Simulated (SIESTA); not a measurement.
Worked example: self-consistent single point of LiCd₃ (P6_3/mmc, 8 atoms in the cell) in SIESTA.

Computed with GGA PBEsol with spin-orbit coupling, numerical atomic orbitals DZP, PseudoDojo PBEsol fully relativistic norm-conserving potentials (rewritten from UPF to PSML) (SIESTA).

```xyz
8
Lattice="6.1101 0.0000 0.0000 -3.0551 5.2915 0.0000 0.0000 0.0000 4.8492" Properties=species:S:1:pos:R:3 pbc="T T T"
Li     3.0551     1.7638     1.2123
Li     0.0000     3.5277     3.6369
Cd     4.5531     0.8989     3.6369
Cd    -1.4981     4.3926     1.2123
Cd     1.4981     4.3926     1.2123
Cd     1.5570     0.8989     3.6369
Cd     3.0551     3.4937     3.6369
Cd     0.0000     1.7978     1.2123
```

Reference input (self-consistent single point, DFT, GGA PBEsol, numerical atomic orbitals DZP, PseudoDojo PBEsol standard norm-conserving potentials (rewritten from UPF to PSML)): XC.functional = GGA; XC.authors = PBEsol; potentials = PseudoDojo PBEsol standard; PAO.BasisSize = DZP; PAO.EnergyShift = 0.01 Ry; MeshCutoff = 300 Ry; kgrid.MonkhorstPack = 4 4 5; OccupationFunction = FD; ElectronicTemperature = 0.136 eV; PAO.Polarization.NonPerturbative = true; MaxSCFIterations = 150; SCF.Mixer.Method = Broyden. This run's input differs from it in these lines:

```diff
@@ -1,2 +1,2 @@
-# files in the folder: Li.psml Cd.psml (PseudoDojo PBEsol standard)
+# files in the folder: Li.psml Cd.psml (PseudoDojo PBEsol fully relativistic)
 SystemName  LiCd3
@@ -41,2 +41,13 @@
 ElectronicTemperature        0.136 eV
+Spin                         spin-orbit
+%block DM.InitSpin
+  1 0.00 0.00 0.00
+  2 0.00 0.00 0.00
+  3 0.00 0.00 0.00
+  4 0.00 0.00 0.00
+  5 0.00 0.00 0.00
+  6 0.00 0.00 0.00
+  7 0.00 0.00 0.00
+  8 0.00 0.00 0.00
+%endblock DM.InitSpin
```

Log, with long lists cut:

```
        iscf     Eharris(eV)        E_KS(eV)     FreeEng(eV)     dDmax    Ef(eV) dHmax(eV)
   scf:    1   -28835.727984   -28903.717157   -28903.917007  0.265762 -2.421399 12.530678
     spin moment: {S} , |S| = {   -0.00000   -0.00000   -0.00000 }     0.00000
   scf:    2   -28932.382933   -28920.282486   -28920.477494  0.224159 -2.790105  4.653642
     spin moment: {S} , |S| = {   -0.00000   -0.00000   -0.00000 }     0.00000
   scf:    3   -28923.986111   -28922.642050   -28922.838895  0.082938 -2.990939  0.444611
     spin moment: {S} , |S| = {   -0.00000   -0.00000    0.00000 }     0.00000
   [... lines left out ...]
     spin moment: {S} , |S| = {   -0.00000    0.00000   -0.00000 }     0.00000
   scf:    8   -28922.667297   -28922.667855   -28922.864990  0.000466 -3.079470  0.006453
     spin moment: {S} , |S| = {   -0.00000    0.00000   -0.00000 }     0.00000
   scf:    9   -28922.667712   -28922.667871   -28922.864995  0.000131 -3.079342  0.001599
     spin moment: {S} , |S| = {   -0.00000   -0.00000    0.00000 }     0.00000
   scf:   10   -28922.667878   -28922.667872   -28922.864995  0.000017 -3.079396  0.000722
     spin moment: {S} , |S| = {    0.00000   -0.00000   -0.00000 }     0.00000
SCF Convergence by DM+H criterion
max |DM_out - DM_in|         :     0.0000174813
max |H_out - H_in|      (eV) :     0.0007216234
SCF cycle converged after 10 iterations

Using DM_out to compute the final energy and forces

siesta: E_KS(eV) =           -28922.6679

siesta: E_KS - E_eggbox =    -28922.6679

siesta: Atomic forces (eV/Ang):
     1   -0.000025    0.000014    0.000000
     2    0.000025   -0.000014    0.000000
     3    0.144858   -0.083634   -0.000000
     4   -0.144858    0.083633   -0.000000
     5    0.144851    0.083631   -0.000000
     6   -0.144851   -0.083631   -0.000000
     7    0.000002    0.167262   -0.000000
     8   -0.000002   -0.167261    0.000000
   Tot    0.000000   -0.000000    0.000000
   Max    0.167262
   Res    0.083632    sqrt( Sum f_i^2 / 3N )
   Max    0.167262    constrained

   [... lines left out ...]
siesta: FreeEng =    -28922.864995
   [... lines left out ...]
siesta:     0.046282    0.000090   -0.000000
siesta:     0.000090    0.046386    0.000000
siesta:     0.000000    0.000000    0.043938

siesta: Cell volume =        156.785259 Ang**3

siesta: Pressure (static):
siesta:                Solid            Molecule  Units
siesta:          -0.00049594         -0.00053614  Ry/Bohr**3
siesta:          -0.04553533         -0.04922606  eV/Ang**3
siesta:         -72.95564047        -78.86883899  kBar
```

The run converged in 10 iterations. Against the reference run the pressure goes from -6.88 to -7.30 GPa and the largest force hardly changes (0.171 to 0.167 eV/Å). The full log also holds: “initDM: WARNING: atom 3 has a closed-shell and cannot be polarized”. The full log also holds: “initDM: WARNING: atom 4 has a closed-shell and cannot be polarized”.

The starting cell comes from a database of computed structures (which also holds hypothetical and non-ambient phases and stackings), without a prior relaxation at this level. Values carry the incompleteness of an atom-centred basis. With a pressure of about -7 GPa the cell is away from its equilibrium volume at this level.

Cost on one core of a shared machine: roughly 60 s.
